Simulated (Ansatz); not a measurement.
We consider AlPd (P2₁3, No. 198, 8 atoms in the cell; start mp-7189), described by LDA (PAW; Ansatz, a first-principles code).

Run with plane-wave cutoff 520 eV, 12×12×12 k mesh, Fermi–Dirac smearing 0.05 eV, scalar-relativistic PAW data made under PBE.

Cell (relaxed at this level):

```yaml
crystal:
  lattice:
    - [4.80865, 0.00000, 0.00000]
    - [0.00000, 4.80865, 0.00000]
    - [0.00000, 0.00000, 4.80865]
  atoms:
    - { symbol: Al, position: [0.84422, 0.84422, 0.84422] }
    - { symbol: Al, position: [0.65578, 0.15578, 0.34422] }
    - { symbol: Al, position: [0.34422, 0.65578, 0.15578] }
    - { symbol: Al, position: [0.15578, 0.34422, 0.65578] }
    - { symbol: Pd, position: [0.14744, 0.14744, 0.14744] }
    - { symbol: Pd, position: [0.35256, 0.85256, 0.64744] }
    - { symbol: Pd, position: [0.64744, 0.35256, 0.85256] }
    - { symbol: Pd, position: [0.85256, 0.64744, 0.35256] }
```

Task: Estimate the bulk modulus that the calculation returns.

Result: 
bulk modulus: 178 GPa

The run finds no gap.

Note: the bulk modulus is −V dP/dV from two relaxed cells at ±2 % in volume; the relaxation could not lower the start's symmetry, so the cell can be a saddle point above a distorted one.

Cost on a shared machine: about 8 core-minutes (a rough figure).

A start named mp-… is a Materials Project structure, which need not be a measured phase.
